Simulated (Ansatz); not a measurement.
The starting structures come from a database of crystals and need not be the phases stable at ambient conditions.

The decay constant κ of evanescent states in the gap governs leakage through a thin film.

Consider the following.

```yaml
crystal:
  lattice:
    - [7.16464, 0.00000, 0.00000]
    - [-3.58232, 6.20476, 0.00000]
    - [0.00000, 0.00000, 7.33134]
  atoms:
    - { symbol: La, position: [0.32659, 0.32659, 0.25215] }
    - { symbol: La, position: [0.00000, 0.32659, 0.75215] }
    - { symbol: La, position: [0.67341, 0.00000, 0.25215] }
    - { symbol: La, position: [0.67341, 0.67341, 0.75215] }
    - { symbol: La, position: [0.00000, 0.67341, 0.25215] }
    - { symbol: La, position: [0.32659, 0.00000, 0.75215] }
    - { symbol: F, position: [0.33333, 0.66667, 0.70566] }
    - { symbol: F, position: [0.66667, 0.33333, 0.20566] }
    - { symbol: F, position: [0.66667, 0.33333, 0.70566] }
    - { symbol: F, position: [0.33333, 0.66667, 0.20566] }
    - { symbol: F, position: [0.00000, 0.00000, 0.32406] }
    - { symbol: F, position: [0.00000, 0.00000, 0.82406] }
    - { symbol: F, position: [0.27993, 0.27993, 0.58338] }
    - { symbol: F, position: [0.00000, 0.27993, 0.08338] }
    - { symbol: F, position: [0.72007, 0.00000, 0.58338] }
    - { symbol: F, position: [0.72007, 0.72007, 0.08338] }
    - { symbol: F, position: [0.00000, 0.72007, 0.58338] }
    - { symbol: F, position: [0.27993, 0.00000, 0.08338] }
    - { symbol: F, position: [0.37568, 0.37568, 0.92082] }
    - { symbol: F, position: [0.00000, 0.37568, 0.42082] }
    - { symbol: F, position: [0.62432, 0.00000, 0.92082] }
    - { symbol: F, position: [0.62432, 0.62432, 0.42082] }
    - { symbol: F, position: [0.00000, 0.62432, 0.92082] }
    - { symbol: F, position: [0.37568, 0.00000, 0.42082] }
```

Space group of this cell: P6_3cm. The cell is taken as given; by r2SCAN its mean pressure is 0.8 GPa.

Transport runs along the normal of the first two printed cell vectors, the (001) plane of the conventional cell.

The gap is the functional's own. No spin-orbit coupling. Mid-gap values are interpolated on the energy grid.

Problem. Predict the band gap and the smallest decay constant κ at mid-gap from r2SCAN (Ansatz, a program for electronic structure).

Solution. Gap 7.09 eV on a 6×6×4 mesh; κ = 0.535 1/Å, at the zone centre.
